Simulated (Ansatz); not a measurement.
TbSi (Pnma, No. 62; cell taken from a computed entry), treated with r²SCAN+rVV10 (Ansatz, an electronic-structure program, PAW).

Settings: plane-wave cutoff 500 eV, 6×10×8 k mesh (along the axes of the cell as run), Fermi–Dirac smearing 0.05 eV, spin-polarised start, scalar-relativistic PAW data made under PBE.

Computed at the level's own relaxed cell.

**Question.** Estimate the equilibrium volume per atom that the calculation returns.

**Answer.** 
* **equilibrium volume per atom**: 21.52 Å³/atom

Note: the magnetic order was assumed, not searched for or taken from measurement; the relaxation could not lower the start's symmetry, so the cell can be a saddle point above a distorted one; the 4f shell is treated without U or exact exchange, so its levels and filling can be wrong.

Spin–orbit coupling is not included.

Computed values are for the static lattice.

It cost very roughly 5 core-hours of CPU time.
